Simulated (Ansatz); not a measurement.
Consider GaN in the zinc blende structure (space group F-43m, No. 216).

```xyz
2
Lattice="0.0000 2.2491 2.2491 2.2491 0.0000 2.2491 2.2491 2.2491 0.0000" Properties=species:S:1:pos:R:3 pbc="T T T"
N      3.3737     3.3737     3.3737
Ga     0.0000     0.0000     0.0000
```

Levels (all Ansatz, a quantum-chemistry and plane-wave program, PAW, earlier PAW set): PBEsol (420 eV, no SOC); r2SCAN (500 eV, no spin-orbit coupling).

The geometry is relaxed with PBEsol.

* **PBEsol lowest conduction level above the VBM at special points**: Γ 1.70 eV; X 3.22 eV; L 4.59 eV; U 4.88 eV
* **PBEsol hole mass**: 0.16, 0.86, 0.86 mₑ (at Γ)
* **PBEsol width of the top valence band**: 3.72 eV

With r2SCAN at the same geometry, the lowest conduction level above the VBM at special points goes from Γ 1.70 eV; X 3.22 eV; L 4.59 eV; U 4.88 eV to Γ 2.17 eV; X 3.77 eV; L 5.22 eV; U 5.48 eV; the hole mass (degenerate bands, along [100]) goes from 0.16, 0.86, 0.86 mₑ (at Γ) to 0.18, 0.86, 0.86 mₑ (at Γ); the width of the top valence band stays 3.72 eV.

Single points use the geometry relaxed with PBEsol. The levels and masses belong to the bands next to the band gap. Effective masses come from finite differences of ±0.01 Å⁻¹. Whether these cells are dynamically stable was not tested. This is not the structure that GaN has at room temperature and ambient pressure.
